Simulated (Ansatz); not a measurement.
# Band gap (eV)

Cell A: Si (diamond, Fd-3m), 2 atoms in the cell, k-point mesh 10×10×10 on the run's own vectors. Conventional cell: a = b = c = 5.4700 Å, α = β = γ = 90.00°.

Cell B: ZnSiP2 (chalcopyrite, I-42d), 8 atoms in the cell, k-point mesh 8×8×8 on the run's own vectors. Conventional cell: a = b = 5.4190 Å, c = 10.5384 Å, α = β = γ = 90.00°.

Computed with Ansatz (plane waves, PAW), its default PAW set, cutoff 420 eV, 500 eV for r2SCAN. The structures are at rest with PBE; other levels are single points on them. HSE06 runs on coarser k-point meshes, which give the PBE gaps of the finer ones within 0.03 eV. Neutral cells; Fermi-Dirac smearing of at most 0.05 eV in the solids, energies taken to zero width. The lattices are those relaxed with PBE, so at other levels the solids can be strained, which adds to the spread. No structure search was made; lower ones may exist. A dispersion term ran beside these levels; it doesn't touch the electrons. Gaps are highest filled to lowest empty Kohn-Sham level on the run's k-point mesh, states of defects and surfaces included; edges off the mesh make the true gap smaller, and under 0.08 eV counts as none.

```csv
system,PBE,r2SCAN,HSE06
A,0.62 (indirect),0.80 (indirect),1.17
B,1.36 (direct),1.60 (direct),(withheld)
```

**Question.** What belongs in the gaps?

**Answer.** 
- B, HSE06: 2.03

Ansatz is a quantum-chemistry and plane-wave program.
